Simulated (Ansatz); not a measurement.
The starting structures come from a database of crystals and need not be the phases stable at ambient conditions.

The decay constant κ of evanescent states in the gap governs leakage through a thin film.

Here is the system:

```xyz
12
Lattice="3.9338 0.0000 0.0000 0.0000 12.7214 0.1247 0.0000 -5.3406 6.2163" Properties=species:S:1:pos:R:3 pbc="T T T"
Sb     2.9029    -0.6308     6.2135
Sb     0.9360     8.0116     0.1275
Sb     0.9360     7.0677     4.7188
Sb     2.9029     0.3132     1.6222
S      2.9029     1.5396     4.9471
S      0.9360     5.8413     1.3940
S      0.9360    11.4833     0.8389
S      2.9029    -4.1024     5.5022
Br     2.9029     4.9062     4.3677
Br     0.9360     2.4747     1.9733
Br     0.9360    -1.3035     4.1296
Br     2.9029     8.6844     2.2114
```

Space group of this cell: Pnma. The cell was relaxed by PBE-D3(BJ); by PBEsol its mean pressure is -0.7 GPa.

Transport runs along the normal of the first two printed cell vectors.

The gap is the functional's own, uncorrected, and κ follows it; spin-orbit coupling is left out. Mid-gap values are interpolated between the computed energies.

**Question.** State the band gap and the smallest decay constant κ at mid-gap according to PBEsol run with Ansatz (a program for electronic structure).

**Answer.** Gap 1.59 eV on a 8×6×6 mesh; κ = 0.216 1/Å, at (0.000, 0.250) of the in-plane reciprocal vectors. At the zone centre, at the nearest computed energy, the slowest state has κ = 0.23 1/Å.
